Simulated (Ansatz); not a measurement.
Base system: LiBr in the wurtzite structure (space group P6_3mc, No. 186; a = 4.136 Å, c = 6.620 Å; a cell from a computed database, its experimental status unchecked). Axes: x lies along a and z along c of the hexagonal cell.

The values are results of PBEsol (Ansatz, a first-principles code, PAW, without spin-orbit coupling), earlier PAW set, not measurements.

For the base:

| Item | Value |
|---|---|
| Gap character | direct at Γ |

Perturbation: compressive biaxial strain of 1.01 % in the plane normal to [001], as in epitaxy on a mismatched substrate; the out-of-plane cell vector and the atoms relax.

Predict the new ratio −ε⊥/ε∥, in-plane stress and gap character.

The ratio −ε⊥/ε∥ is 1.06; the mean in-plane stress (compression positive) is +0.3 GPa; the gap character is still direct at Γ.

Whether these cells are dynamically stable was not tested. This is not the structure that LiBr has at room temperature and ambient pressure.
